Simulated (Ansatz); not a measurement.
## ZnSe: isotropic strain −2.00 %

The reference is ZnSe in the zinc blende structure (space group F-43m, No. 216; a = 5.733 Å).

Modification: an isotropic linear strain of −2.00 %, atoms relaxed at fixed cell.

All numbers come from Ansatz (an electronic-structure program), PBE, PAW, cutoff 420 eV, without spin-orbit coupling. Γ-centred 10×10×10 mesh, Fermi–Dirac width 0.05 eV.

The volume per atom drops by 1.385 Å³ (23.55 Å³ → 22.17 Å³) and the space group is still F-43m (No. 216). The shortest interatomic distance drops by 0.094 bohr (4.691 bohr → 4.597 bohr) and the energy rises by 16 meV/atom. The pressure goes from zero to 39.3 kbar and the band gap goes up by 0.24 eV, from 1.15 eV to 1.39 eV. The gap character is still direct at Γ and the mean gap deformation potential ΔEg/Δln V amounts to -4.0 eV. The width of the top valence band rises by 0.283 eV to 2.79 eV and the electron mass becomes 0.10 mₑ (at Γ) (base: 0.090 mₑ (at Γ)). The hole mass (degenerate bands, along [100]) goes from 0.094, 0.63, 0.63 mₑ (at Γ) to 0.11, 0.58, 0.58 mₑ (at Γ) and the valley order (the lowest conduction-band minima on the path, energy above the VBM, named in the base's zone) changes from Γ 1.15 eV; L along ⟨111⟩ 2.49 eV to Γ 1.39 eV; L along ⟨111⟩ 2.59 eV.

Masses are band curvatures over ±0.01 Å⁻¹ around the edge. No phonon test of stability was made.
